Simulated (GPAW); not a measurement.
```xyz
7
Lattice="-3.5559 3.5559 2.7529 3.5559 -3.5559 2.7529 3.5559 3.5559 -2.7529" Properties=species:S:1:pos:R:3 pbc="T T T"
Ca     0.0000     0.0000     0.0000
Cd     3.5559     0.0000     1.3765
Cd     0.0000     3.5559     1.3765
Au     2.1595     2.1595     0.0000
Au     1.3964     1.3964     2.7529
Au     1.3964    -1.3964     2.7529
Au    -1.3964     1.3964     2.7529
```

Computed with PBEsol, GPAW PAW datasets PBEsol (made by gpaw-setup) (plane waves; GPAW).

The set-up and first iterations of a GPAW log for CaCd₂Au₄ (I4/mmm, 7 atoms in the cell):

```
Input parameters:
  convergence: {density: 1e-05}
  kpts: [5 5 5]
  maxiter: 150
  mode: {ecut: 600,
         name: pw}
  nbands: -11
  occupations: {name: methfessel-paxton,
                order: 0,
                width: 0.1}
  symmetry: {symmorphic: False,
             tolerance: 0.0005}
  xc: PBEsol

species:
  Ca:
    name: Calcium
    Z: 20.0
    valence: 10
    core: 10
    charge: 0.0
    file: Ca.PBEsol.gz

    # Using partial waves for Ca as LCAO basis

  Cd:
    name: Cadmium
    Z: 48.0
    valence: 12
    core: 36
    charge: 0.0
    file: Cd.PBEsol.gz

    # Using partial waves for Cd as LCAO basis

  Au:
    name: Gold
    Z: 79.0
    valence: 11
    core: 68
    charge: 0.0
    file: Au.PBEsol.gz

    # Using partial waves for Au as LCAO basis

Reference energy: -2388514.796168  # eV

Spin-paired calculation

Convergence criteria:
 Maximum [total energy] change in last 3 cyles: 0.0005 eV / valence electron
   [... lines left out ...]

Hamiltonian:
  XC and Coulomb potentials evaluated on a 70*70*70 grid
  External potential:
    NoExternalPotential

XC parameters: PBEsol with 2 nearest neighbor stencil

Number of atoms: 7
Number of atomic orbitals: 59
Number of bands in calculation: 50
Number of valence electrons: 78
Bands to converge: occupied

Density initialized from atomic densities
  50 bands from LCAO basis set

Atomic positions and initial magnetic moments

Positions:
   0 Ca     0.000000    0.000000    0.000000    ( 0.0000,  0.0000,  0.0000)
   1 Cd     3.555917    0.000000    1.376453    ( 0.0000,  0.0000,  0.0000)
   2 Cd     0.000000    3.555917    1.376453    ( 0.0000,  0.0000,  0.0000)
   3 Au     2.159508    2.159508    0.000000    ( 0.0000,  0.0000,  0.0000)
   4 Au     1.396409    1.396409    2.752905    ( 0.0000,  0.0000,  0.0000)
   5 Au     1.396409   -1.396409    2.752905    ( 0.0000,  0.0000,  0.0000)
   6 Au    -1.396409    1.396409    2.752905    ( 0.0000,  0.0000,  0.0000)

Unit cell:
           periodic     x           y           z      points  spacing
  1. axis:    yes   -3.555917    3.555917    2.752905    35     0.1244
  2. axis:    yes    3.555917   -3.555917    2.752905    35     0.1244
  3. axis:    yes    3.555917    3.555917   -2.752905    35     0.1437

  Lengths:   5.733025   5.733025   5.733025
  Angles:  103.331006 103.331006 122.605204

Effective grid spacing dv^(1/3) = 0.1481
     iter     time        total  log10-change:
                         energy   eigst   dens
iter:   1 --:--:--   -25.563385
iter:   2 --:--:--   -25.497837   -0.75  -1.33
iter:   3 --:--:--   -24.305556   -1.62  -1.34
iter:   4 --:--:--   -23.805365   -1.29  -1.50
iter:   5 --:--:--   -24.129766   -1.96  -1.87
iter:   6 --:--:--   -23.647342   -1.64  -1.82
iter:   7 --:--:--   -23.643858   -3.31  -2.41
iter:   8 --:--:--   -23.654968c  -2.45  -2.48
iter:   9 --:--:--   -23.622127c  -2.95  -2.43
iter:  10 --:--:--   -23.621964c  -4.52  -3.00
iter:  11 --:--:--   -23.622886c  -4.09  -3.01
iter:  12 --:--:--   -23.621396c  -3.97  -3.07
```

How does the run end?

The run converged in 28 iterations. Convergence of the loop says nothing yet on basis, mesh or lower states. It ends on: free energy E − TS (from the program's reference atoms) -23.6256 eV; Fermi level (on the code's own zero) 8.18 eV; pressure -0.18 GPa; largest force (vector length) 0.092 eV/Å. The log goes on:

```
   [... 5 lines left out ...]
iter:  18 --:--:--   -23.621204c  -6.43  -3.70
iter:  19 --:--:--   -23.621215c  -6.84  -3.80
iter:  20 --:--:--   -23.621200c  -6.57  -3.93
iter:  21 --:--:--   -23.621190c  -6.30  -3.97
iter:  22 --:--:--   -23.621191c  -7.49c -4.04
iter:  23 --:--:--   -23.621198c  -7.17  -4.07
iter:  24 --:--:--   -23.621193c  -7.31  -4.31
iter:  25 --:--:--   -23.621188c  -6.86  -4.47
iter:  26 --:--:--   -23.621188c  -8.32c -4.83
iter:  27 --:--:--   -23.621189c  -8.37c -4.89
iter:  28 --:--:--   -23.621189c  -8.31c -5.19c
Converged after 28 iterations.

Dipole moment: (0.000000, -0.000000, 0.000006) |e|*Ang

Energy contributions relative to reference atoms: (reference = -2388514.796168)

Kinetic:        -37.660489
Potential:      +34.677264
External:        +0.000000
XC:             -20.899116
Entropy (-ST):   -0.008815
Local:           +0.265559
SIC:             +0.000000
--------------------------
Free energy:    -23.625597
Extrapolated:   -23.621189

Showing only first 2 kpts
 Kpt  Band  Eigenvalues  Occupancy
  0    37      7.10762    2.00000
  0    38      7.26361    2.00000
  0    39      8.23912    0.44004
  0    40      8.43724    0.00035

  1    37      7.52811    2.00000
  1    38      7.80335    2.00000
  1    39      8.43579    0.00038
  1    40      8.55413    0.00000

Fermi level: 8.18452

No gap
No difference between direct/indirect transitions
Energy (eV): -23.621189

Forces in eV/Ang:
  0 Ca   -0.00000   -0.00000    0.00000
  1 Cd   -0.00000    0.00000    0.00000
  2 Cd    0.00000    0.00000    0.00000
  3 Au   -0.06535   -0.06535    0.00000
  4 Au    0.06535    0.06535    0.00000
  5 Au    0.06535   -0.06535    0.00000
  6 Au   -0.06535    0.06535   -0.00000

Stress tensor:
     0.000190     0.000000     0.000000
     0.000000     0.000190    -0.000000
     0.000000    -0.000000     0.003043
Stress (GPa, Voigt): [ 0.0304  0.0304  0.4876 -0.      0.      0.    ]
```

For comparison: a first run (DFT LDA (Perdew-Wang 92), plane waves, GPAW PAW datasets LDA (gpaw-data 1.0.1)) was changed to give this one (xc: LDA → PBEsol; potentials: GPAW PAW datasets PBEsol (made by gpaw-setup)), and from it to this one the pressure goes from -3.72 to -0.18 GPa and the largest force goes from 0.086 to 0.092 eV/Å.

The starting cell comes from a database of computed structures (which also holds hypothetical and non-ambient phases and stackings), without a prior relaxation at this level. Its lattice was rescaled by a random factor within 2.5 % of one. Spin-orbit coupling is off.

The run was DFT PBEsol, plane waves, GPAW PAW datasets PBEsol (made by gpaw-setup). Main settings of its input:

- mode = pw
- ecut = 600 eV
- xc = PBEsol
- kpts = 5 5 5
- mesh shift (steps) = 0 0 0
- occupations.name = methfessel-paxton
- occupations.width = 0.1 eV
- occupations.order = 0
- nbands = -11
- convergence.density = 1e-05 e/electron
- symmetry.symmorphic = false
- symmetry.tolerance = 0.0005
